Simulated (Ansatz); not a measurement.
Consider Al-vacancy pair (Al on one host Cu site, one Cu site vacant) in fcc Cu, neutral cell. Level of theory: PBE, PAW (plane waves to 420 eV; Ansatz, a first-principles code).

Cell of 32 host sites held at the relaxed PBE lattice; a 3×3×3 k-point mesh shifted by half a step; Fermi-Dirac width 0.10 eV, spin-restricted; finite-size errors left in. Energies are static. Forms of the defect that were not tried may lie lower.

Barriers: single points on a 5×5×5 k-point mesh shifted by half a step at the bands' geometries.

The step: a nearby Cu atom hops onto the vacant site (Al-vacancy distance between ideal sites 2.57 → 3.63 Å). Atoms about the jump, Cartesian Å from the middle of the jump, before and after:

| atom | x0 | y0 | z0 | x1 | y1 | z1 |
|---|---|---|---|---|---|---|
| Cu1 | 0.00 | 0.88 | -0.89 | 0.00 | -0.88 | 0.89 |
| Cu2 | 1.79 | 0.88 | 0.91 | 1.80 | 0.91 | 0.88 |
| Cu3 | -1.80 | 0.88 | 0.91 | -1.80 | 0.91 | 0.88 |
| Cu4 | 1.81 | -0.90 | -0.89 | 1.80 | -0.88 | -0.92 |
| Cu5 | -1.81 | -0.90 | -0.90 | -1.80 | -0.88 | -0.91 |
| Al6 | 0.00 | -2.68 | -0.87 | 0.00 | -2.72 | -0.91 |
| Cu7 | 0.00 | 0.88 | 2.70 | 0.00 | 0.91 | 2.72 |
| Cu8 | 0.00 | 2.72 | 0.91 | 0.00 | 2.69 | 0.89 |
| Cu9 | 0.00 | -0.90 | -2.73 | 0.00 | -0.88 | -2.72 |
| Cu10 | 1.80 | -0.91 | 2.70 | 1.81 | -0.90 | 2.72 |
| Cu11 | -1.80 | -0.91 | 2.70 | -1.81 | -0.90 | 2.72 |
| Cu12 | -1.82 | 2.71 | -0.91 | -1.80 | 2.69 | -0.92 |
| Cu13 | 1.82 | 2.71 | -0.91 | 1.80 | 2.69 | -0.91 |
| Cu14 | 1.81 | 0.90 | -2.73 | 1.80 | 0.91 | -2.71 |
| Cu15 | -1.81 | 0.90 | -2.73 | -1.80 | 0.90 | -2.71 |
| Cu16 | -1.82 | -2.71 | 0.91 | -1.82 | -2.72 | 0.91 |
| Cu17 | 1.81 | -2.71 | 0.92 | 1.82 | -2.72 | 0.91 |

Q: Where do these atoms stand at the saddle point, and how high is it?

A: 
```json
[
 {"atom": "Cu1", "x": "0.00", "y": "-0.02", "z": "-0.02"},
 {"atom": "Cu2", "x": "1.95", "y": "0.93", "z": "0.93"},
 {"atom": "Cu3", "x": "-1.95", "y": "0.93", "z": "0.92"},
 {"atom": "Cu4", "x": "1.97", "y": "-0.95", "z": "-0.96"},
 {"atom": "Cu5", "x": "-1.96", "y": "-0.95", "z": "-0.96"},
 {"atom": "Al6", "x": "0.00", "y": "-2.66", "z": "-0.87"},
 {"atom": "Cu7", "x": "0.00", "y": "0.86", "z": "2.63"},
 {"atom": "Cu8", "x": "0.00", "y": "2.65", "z": "0.86"},
 {"atom": "Cu9", "x": "0.00", "y": "-0.88", "z": "-2.68"},
 {"atom": "Cu10", "x": "1.78", "y": "-0.91", "z": "2.68"},
 {"atom": "Cu11", "x": "-1.77", "y": "-0.91", "z": "2.68"},
 {"atom": "Cu12", "x": "-1.77", "y": "2.68", "z": "-0.92"},
 {"atom": "Cu13", "x": "1.78", "y": "2.69", "z": "-0.93"},
 {"atom": "Cu14", "x": "1.78", "y": "0.89", "z": "-2.73"},
 {"atom": "Cu15", "x": "-1.77", "y": "0.89", "z": "-2.73"},
 {"atom": "Cu16", "x": "-1.79", "y": "-2.72", "z": "0.90"},
 {"atom": "Cu17", "x": "1.80", "y": "-2.72", "z": "0.90"}
]
```
It lies 0.70 eV above the start and 0.71 eV above the end. The saddle point's order was not checked, and it lies on a symmetry element of the cell, where a band can be held.
